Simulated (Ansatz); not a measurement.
The parent structure is HgS (space group P3_221, No. 154; a = 4.4649 Å, c = 9.7582 Å; made of chains). Axes: x lies along a and z along c of the hexagonal cell.

The change: the cell is stretched by 3.00 % along z with no lateral relaxation, atoms relaxed at fixed cell.

Levels (all Ansatz, an electronic-structure program, PAW): PBE (420 eV, spin-orbit coupling left out); PBE+SOC (420 eV, noncollinear with spin-orbit coupling).

The geometry is relaxed with PBE.

- PBE pressure: -0.33 GPa
- PBE lowest conduction level above the VBM at special points: Γ 1.84 eV; M 2.34 eV; L 2.45 eV; A 2.60 eV
- PBE electron mass: 0.41 mₑ along z, 1.2 mₑ across (at Γ)

With PBE+SOC at the same geometry, the pressure shrinks by 0.44 GPa (-0.33 GPa → -0.77 GPa); the lowest conduction level above the VBM at special points changes from Γ 1.84 eV; M 2.34 eV; L 2.45 eV; A 2.60 eV to Γ 1.85 eV; M 2.29 eV; L 2.43 eV; A 2.57 eV; the electron mass goes from 0.41 mₑ along z, 1.2 mₑ across (at Γ) to 0.42 mₑ along z, 1.3 mₑ across (at Γ).

Single points use the geometry relaxed with PBE. The spin-orbit shifts are approximate. Spin-orbit coupling, missing from the scalar runs, can matter with Hg. The levels and masses belong to the bands next to the band gap. The cells carry an imposed strain or load. Masses are band curvatures over ±0.01 Å⁻¹ around the edge. Stability against distortions was not tested. No dispersion term is included, though the crystal is made of layers, chains or molecules, so its spacings can come out too wide.
